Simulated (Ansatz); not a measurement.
The reference is Pt in the fcc (Cu type) structure (space group Fm-3m, No. 225).

```
Pt
1.0
    0.00000     1.97013     1.97013
    1.97013     0.00000     1.97013
    1.97013     1.97013     0.00000
Pt
1
Direct
  0.00000   0.00000   0.00000
```

Calculations: r2SCAN in Ansatz (plane waves to 500 eV, PAW, no spin-orbit coupling).

Base values:

- Band gap = zero
- Pressure = 0.0 GPa

The change: the cell is scaled by 0.9402 in all directions; the atoms relax in the strained cell.

Question: Predict the new energy relative to the base, band gap and pressure.

Answer: The energy increases by 0.547 eV/atom; the band gap stays zero; the pressure goes from zero to 82.3 GPa.

Whether these cells are dynamically stable was not tested. The final runs are not spin-polarised.

Ansatz is an electronic-structure program.
